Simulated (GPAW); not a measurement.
A self-consistent single point of Sb (Pm-3m, 1 atom in the cell) with GPAW.

Method of the run: PBEsol, GPAW PAW datasets PBEsol (made by gpaw-setup) (plane waves; GPAW).

```yaml
crystal:
  lattice:
    - [3.07409, 0.00000, 0.00000]
    - [0.00000, 3.07409, 0.00000]
    - [0.00000, 0.00000, 3.07409]
  atoms:
    - { symbol: Sb, position: [0.00000, 0.00000, 0.00000] }
```

Reference input (self-consistent single point, DFT PBEsol, plane waves, GPAW PAW datasets PBEsol (made by gpaw-setup)): mode = pw; ecut = 550 eV; xc = PBEsol; kpts = 9 9 9; mesh shift (steps) = 0 0 0; occupations.name = methfessel-paxton; occupations.width = 0.1 eV; occupations.order = 0; nbands = -5; symmetry.symmorphic = false; symmetry.tolerance = 0.0005; maxiter = 150. This run's input differs from it in these lines:

```diff
@@ -13,3 +13,3 @@
             xc='PBEsol',
-            kpts=(9, 9, 9),
+            kpts=(35, 35, 35),
             occupations={'name': 'methfessel-paxton', 'width': 0.1, 'order': 0},
```

Output (repeated stretches shortened):

```
     iter     time        total  log10-change:
                         energy   eigst   dens
iter:   1 --:--:--    -4.780017
iter:   2 --:--:--    -4.806498   -0.62  -1.79
iter:   3 --:--:--    -4.807119   -2.19  -1.80
iter:   4 --:--:--    -4.808567c  -2.81  -2.12
iter:   5 --:--:--    -4.808336c  -4.31  -2.82
iter:   6 --:--:--    -4.807532c  -4.12  -2.86
iter:   7 --:--:--    -4.807552c  -5.72  -3.66
iter:   8 --:--:--    -4.807532c  -5.57  -3.74
iter:   9 --:--:--    -4.807532c  -6.85  -3.67
iter:  10 --:--:--    -4.807534c  -6.51  -3.65
iter:  11 --:--:--    -4.807534c  -7.93c -4.51c
Converged after 11 iterations.

Dipole moment: (0.000000, -0.000000, 0.000000) |e|*Ang

Energy contributions relative to reference atoms: (reference = -176204.783462)

Kinetic:         -0.774249
Potential:       +0.127063
External:        +0.000000
XC:              -4.327291
Entropy (-ST):   -0.002799
Local:           +0.168343
SIC:             +0.000000
--------------------------
Free energy:     -4.808933
Extrapolated:    -4.807534

Showing only first 2 kpts
 Kpt  Band  Eigenvalues  Occupancy
  0     5     -5.63314    2.00000
  0     6     10.27350    0.00000
  0     7     10.27350    0.00000
  0     8     10.27350    0.00000

  1     5     -5.62096    2.00000
  1     6     10.08516    0.00000
  1     7     10.28566    0.00000
  1     8     10.28566    0.00000

Fermi level: 6.95141

No gap
No difference between direct/indirect transitions
Energy (eV): -4.807534

Forces in eV/Ang:
  0 Sb    0.00000    0.00000    0.00000

Stress tensor:
     0.007669    -0.000000     0.000000
    -0.000000     0.007669     0.000000
     0.000000     0.000000     0.007669
Stress (GPa, Voigt): [ 1.2288  1.2288  1.2288  0.      0.     -0.    ]
```

The run converged in 11 iterations. GPAW prints stress with tension positive. Against the reference run the free energy rises by 1.2 meV/atom and the pressure goes from -1.58 to -1.23 GPa.

The starting cell comes from a database of computed structures (which also holds hypothetical and non-ambient phases and stackings), without a prior relaxation at this level. Its lattice was rescaled by up to half a per cent.

Cost on one core of a shared machine: roughly 3 min.
